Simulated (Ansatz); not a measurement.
**Effect of pressure −2 GPa on SiC**

Consider SiC (space group P6_3mc, No. 186; a = 3.078 Å, c = 10.077 Å).

Perturbation: a negative pressure, −2 GPa.

Calculations: DFT with r2SCAN, PAW potentials and a 500 eV plane-wave cutoff in Ansatz (a program for electronic structure), spin-orbit coupling left out, earlier PAW set. Γ-centred 12×12×4 mesh, Fermi–Dirac width 0.05 eV.

```csv
quantity,base,changed,shift
volume per atom,10.33 Å³,10.43 Å³,+0.093 Å³
lattice parameter a,3.078 Å,3.087 Å,+0.009 Å
c/a ratio,3.274,3.275,+0.0003
shortest interatomic distance,1.883 Å,1.889 Å,+0.006 Å
band gap,2.60 eV,2.59 eV,-0.005 eV
gap character,"indirect, Γ → M","indirect, Γ → M",–
smallest direct gap,3.78 eV,3.77 eV,-0.01 eV
width of the top valence band,2.56 eV,2.55 eV,-0.01 eV
"valence-band top at Γ (three highest levels, from the VBM)","0.00, 0.00, -0.05 eV","0.00, 0.00, -0.05 eV",–
```

Load acts through the strain it causes; cell and atoms are relaxed under it. No phonon test of stability was made.
